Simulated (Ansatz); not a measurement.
Defect migration in monoclinic ZrO2: interstitial Ag, charge state +1. The step: a direct jump of one Ag atom; the atom moves 1.57 Å along (0.24, -0.11, 0.19) of the unit cell; the moving atom starts with neighbours 2 O at 2.15, O at 2.23, O at 2.43, O at 2.48, O at 2.64; Zr at 2.63, Zr at 2.70 Å and ends with 2 O at 2.15, O at 2.23, O at 2.43, O at 2.48, O at 2.64; Zr at 2.63, Zr at 2.70 Å. DFT values are from Ansatz (plane-wave PAW, 420 eV unless said) in a cell of 96 host sites, spin-restricted, static, with no finite-size correction. The charge state is imposed; whether it is stable for some Fermi level was not computed. Sites that were not tried may lie lower. For the PBE band: the program found a first-order saddle point.

```
Level                                                              Forward barrier (eV)  Cost of the band or of the saddle's single point
-----------------------------------------------------------------  --------------------  ------------------------------------------------
CHGNet universal potential (has no charge state), its own band                     0.03                                                 -
PBE, the Γ point alone, band relaxed                                               0.29            about 40 core-minutes (a rough figure)
PBE, a 2×2×2 k-point mesh shifted by half a step, same geometries                  0.29                       very roughly 7 core-minutes
r2SCAN at 500 eV, the Γ point alone, same geometries                               0.29                     very roughly 110 core-seconds
```

Ansatz is a quantum-chemistry and plane-wave program.
